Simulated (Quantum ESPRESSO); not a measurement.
## Habitual settings against a tight run: Cu₃Sn (Pmmn, 8 atoms in the cell)

Self-consistent single point.

```
CELL_PARAMETERS angstrom
      4.32326     0.00000     0.00000
      0.00000     5.43198     0.00000
      0.00000     0.00000     4.76409
ATOMIC_POSITIONS crystal
  Cu 0.50000 0.00000 0.30100
  Cu 0.00000 0.50000 0.69900
  Cu 0.00000 0.75052 0.15581
  Cu 0.00000 0.24948 0.15581
  Cu 0.50000 0.74948 0.84419
  Cu 0.50000 0.25052 0.84419
  Sn 0.50000 0.50000 0.34118
  Sn 0.00000 0.00000 0.65882
```

Method of the run: PBEsol, PSlibrary PAW (PBE) pseudopotentials (plane waves; Quantum ESPRESSO 7.5).

Base settings: ecutwfc = 55 Ry; ecutrho = 330 Ry; occupations = smearing; smearing = cold; degauss = 0.019992 Ry; input_dft = pbesol; potentials = {Cu: Cu.pbe-dn-kjpaw_psl.1.0.0.UPF, Sn: Sn.pbe-dn-kjpaw_psl.1.0.0.UPF}; K_POINTS = automatic 5 4 5 0 0 0; conv_thr = 1e-11 Ry.

Tight run (finer mesh or higher cutoff; not a proven limit): ecutwfc: 55 Ry → 77 Ry; ecutrho: 330 Ry → 462 Ry; conv_thr: 1e-11 Ry → 7.3e-11 Ry; K_POINTS: automatic 5 4 5 0 0 0 → automatic 7 6 7 0 0 0. It gave Fermi level (on the code's own zero) 13.84 eV; pressure -1.60 GPa; largest force (vector length) 0.036 eV/Å.

Quick runs, as changes from the base:
- A: the base itself
- B: ecutwfc: 55 Ry → 28 Ry; ecutrho: 330 Ry → 168 Ry; smearing: cold → fd; degauss: 0.019992 Ry → 0.0099958 Ry; K_POINTS: automatic 5 4 5 0 0 0 → automatic 4 4 4 0 0 0
- C: ecutwfc: 55 Ry → 33 Ry; ecutrho: 330 Ry → 198 Ry; smearing: cold → gauss; degauss: 0.019992 Ry → 0.0099958 Ry; K_POINTS: automatic 5 4 5 0 0 0 → automatic 3 3 3 0 0 0
- D: ecutwfc: 55 Ry → 28 Ry; ecutrho: 330 Ry → 168 Ry; degauss: 0.019992 Ry → 0.0147 Ry; K_POINTS: automatic 5 4 5 0 0 0 → automatic 2 2 2 1 1 1
- E: ecutwfc: 55 Ry → 44 Ry; ecutrho: 330 Ry → 264 Ry; smearing: cold → mp; K_POINTS: automatic 5 4 5 0 0 0 → automatic 2 2 2 1 1 1

Energies are extrapolated to zero smearing width, which holds to low order in the width alone (under cold and Methfessel-Paxton smearing the free energy itself is taken).

The count of work is k-points × plane waves × bands × iterations; it is no time. Core times come from one kind of shared machine and are given to one figure; runs under 30 s give none.

The starting cell comes from a database of computed structures (which also holds hypothetical and non-ambient phases and stackings), without a prior relaxation at this level. Its lattice was rescaled by a random factor within 2.5 % of one. Spin polarisation is off.

| run | energy less tight (meV/atom) | pressure less tight (GPa) | largest miss in a force vector (eV/Å) | count of work / tight | core time / tight (rough) |
|---|---|---|---|---|---|
| A | 35.9 | -0.86 | 0.080 | 0.25 | 0.3 |
| B | 4250.7 | -266.68 | 0.052 | 0.093 | 0.1 |
| C | 940.8 | -73.24 | 0.129 | 0.035 | 0.08 |
| D | 4280.5 | -263.96 | 0.208 | 0.0034 | 0.05 |
| E | 127.3 | -1.33 | 0.234 | 0.0067 | 0.07 |

Among the runs at the tight run's level, the energy misses run from 35.9 to 4280.5 meV/atom.

Left out of this page: 1 run of the series outside the window shown, repeating another row's setting, or not comparable.
